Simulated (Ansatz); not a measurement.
A periodic model of amorphous Si24O48Rh:

```
RhO48Si24
1.0
   10.32154     0.00000     0.00000
    0.00000    10.32154     0.00000
    0.00000     0.00000    10.32154
Si O Rh
24 48 1
Cartesian
  0.70779   5.00349   1.95421
  2.28315   1.08592   6.00364
  1.91007   3.28165  10.26997
  4.56318   2.36109  10.05175
  9.43249   7.02292   1.11458
  4.94830   7.60003   2.21929
  7.71364   2.16908   7.54058
  8.31634   4.90091   2.75702
  5.94390   4.98678   0.70403
  3.15871   9.01049   8.04064
  3.58268   6.45990   6.26948
  0.21426   9.85063   4.29444
  8.31249   7.76375   8.91585
  0.58243   8.93040   9.77117
  9.75268   1.53327   9.82319
  5.83215   8.31689   5.10670
  8.54995   0.85943   2.26174
  5.66744   0.10032   1.44397
  2.12070   7.30987   3.70853
  4.81502   0.93308   4.22621
  7.37625   2.74118   4.54421
  3.22170   3.60142   7.72003
  6.87766   5.22340   8.07953
  6.23052   9.71652   7.85519
  5.47594   1.03680   0.09478
  4.50868   2.81873   8.44808
  9.88122   8.21920   8.68705
  8.12943   1.96966   3.35014
  6.49154   8.79668   6.54991
  1.34307   8.72766   3.88575
  5.85959   2.13427   4.66386
  9.86311   0.10458   2.88095
  8.72251   6.56516   2.59753
  0.17570   8.27318   0.92965
  4.68217   9.52071   8.38518
  1.89390   4.06766   1.38547
  3.47215   7.64024   2.87384
  6.04773   7.71505   3.44478
  7.53404   4.34973   4.10489
  4.96746   6.98345   5.59209
  5.08503   3.60476   0.65362
  0.89275   0.74100   5.19223
  2.31844   2.48523   6.89400
  3.66483   4.89140   6.79573
  8.09846   2.46836   5.97816
  9.80801   4.19903   2.71808
  5.12016   8.89199   1.22305
  8.82465   1.57893   0.83227
  5.14743   6.16613   1.49037
  3.38073   1.35669   4.83111
  7.35399   4.62482   1.46699
  8.96549   1.61040   8.40963
  6.11947   5.51956   9.50183
  8.00611   6.45008   7.97117
  8.15908   7.28883   0.16383
  0.31216   0.19147   9.84576
  7.31749   9.06055   8.89073
  7.23250  10.23794   1.94375
  0.41751   2.80245   9.92539
  2.41599   6.58768   5.13823
  2.36945   4.20652   8.99252
  2.56544  10.11589   6.97902
  6.56434   0.99057   7.61198
  1.26546   6.19060   2.89737
  9.35336   9.11920   5.14152
  5.04027   9.73050   4.75190
  7.37499   3.64637   8.18329
  3.20855   7.48252   7.47705
 10.28500   5.70396   0.66333
  2.15826   8.83668   9.34125
  4.80875   0.88046   2.59513
  2.99399   2.06271   0.12208
  7.96490   8.21276   4.16728
```

Methods: PBE, scalar-relativistic without spin-orbit coupling (Ansatz, a program for electronic structure); r2SCAN, scalar-relativistic without spin-orbit coupling (Ansatz); HSE06, scalar-relativistic without spin-orbit coupling (Ansatz). Neutral PBE cell, which sets geometry, pressure and energy: sampling: a 2×2×2 Γ-centred mesh; Fermi-Dirac width 0.02 eV; collinear spin, started from a total moment of 1 μB. In the spin-polarised cell the level spacing at the Fermi energy can part levels of unlike spin. Exact exchange is cut at the faces of this 10 Å cell, which leaves hybrid gaps a finite-size error.

It comes from a melt-quench run on a machine-learned potential (CHGNet), relaxed afterwards by DFT. O atoms were pushed apart under 1.9 Å during the dynamics, to hinder bonds among them. The hot cell started wider than the set density and was brought back towards it in steps. It is the lowest in DFT energy of 2 quenches. It is a model cell: composition and starting density were chosen by hand, and all elements were melted together. No dispersion term was used. Cooling ran many orders faster than in experiment, which tends to leave more defects and strain. One small periodic cell is one sample of the glass; other quenches scatter about these values. The volume was held where the preparation left it.

Q: Give the pressure, the energy against reference phases and the spacing of the highest filled and lowest empty levels.

A: 
```yaml
Pressure on a 2×2×2 Γ-centred mesh: -0.95 GPa
Largest force and stress component on that mesh (the relaxation ran on the zone centre alone): 0.04 eV/Å and 2.9 GPa
Energy relative to alpha cristobalite + fcc Rh (lowest mix at this level among the phases computed, not always the ambient ones): 0.179 eV/atom
Level spacing at the Fermi energy on a 2×2×2 Γ-centred mesh (PBE): 0.54 eV
Level spacing at the Fermi energy at the zone centre (PBE): 0.58 eV
Level spacing at the Fermi energy at the zone centre (r2SCAN): 1.28 eV
Level spacing at the Fermi energy at the zone centre (HSE06): 2.21 eV
Distance between the nearest levels spread over more than a fifth of the atoms or a third of the atoms of their main element (six at least) (PBE, zone centre): 5.36 eV
net_moment: 1.00 μB (unpaired spins of both signs, a broken-symmetry state)
```

Q: At PBE and the zone centre, how localised are the states just below and above the Fermi level (participation number: the atoms over which a state spreads)?

A: The highest filled state is spread over 2.9 atoms' worth, largest on Si23, with weights by element (charge in smoothed Voronoi cells) Si 0.60, O 0.40, Rh 0.01. The lowest empty state is spread over 1.8 atoms' worth, largest on Rh73, with weights by element (charge in smoothed Voronoi cells) Rh 0.74, O 0.23, Si 0.02.

At PBE the levels at both edges of the gap are localised (band-tail or defect states), and the nearest spread-out levels lie 5.4 eV apart at the zone centre.

Neighbours within Si-Si 2.60 Å, Si-O 1.92 Å, Si-Rh 2.78 Å, O-O 1.58 Å, O-Rh 2.50 Å, Rh-Rh 3.12 Å count as bonded. Two cations that share two anions don't count as bonded, nor two that share one unless they lie closer than Si-Si 2.38 Å, Si-Rh 2.71 Å, Rh-Rh 3.04 Å.

Added carriers, by PBE, scalar-relativistic without spin-orbit coupling (Ansatz) on the zone centre alone. Charged cells keep the cell fixed and stand in a uniform background, with no image correction, at a width of 0.01 eV; where the count is odd the moment is locked at 1 μB, unless the neutral cell bore moments. Each starts from the undistorted neutral geometry alone. PBE's self-interaction favours spread-out carriers, so it can miss traps that a hybrid finds.

Q: What happens at PBE when the cell takes an extra electron and the atoms relax?

A: Relaxation lowers the charged cell by 0.36 eV. The largest moves are O65 0.19 Å, Si23 0.13 Å, O54 0.10 Å, O30 0.10 Å. No bond crosses its cut-off with a change of over 0.15 Å (metal-metal contacts aside). Made neutral again at that geometry, the cell lies +0.46 eV from the neutral start.

Q: What happens at PBE when the cell takes a hole and the atoms relax?

A: Relaxation lowers the charged cell by 1.10 eV. The largest moves are Si23 0.52 Å, O29 0.30 Å, O67 0.29 Å, O65 0.28 Å. No bond crosses its cut-off with a change of over 0.15 Å (metal-metal contacts aside). Made neutral again at that geometry, the cell lies +1.27 eV from the neutral start.

A PBE run started with 1 μB on atoms that lack a bond or may hold spare charge kept moments, at no lower energy.
